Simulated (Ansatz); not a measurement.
**TiGe (model structure, started from the NiAs type, P6₃/mmc, No. 194, 4 atoms in the cell): lattice constant a by level of theory**

No measured value is used here.

| level (code) | value (Å) |
|---|---|
| PBE (Ansatz) | 3.595 |
| PBEsol (Ansatz) | 3.531 |
| PBE-D3(BJ) (Ansatz) | ___ |

Task: Some entries are withheld; supply them.

Result: 
- PBE-D3(BJ) (Ansatz, a program for electronic structure), value (Å): 3.524

Ansatz's density-functional and Hartree–Fock values are scalar-relativistic unless marked +SOC, with PAW data made under PBE.

A model structure was made by putting elements into a prototype or built by hand; it is no filed structure, need not be a known phase, and can be a saddle point held by its symmetry.
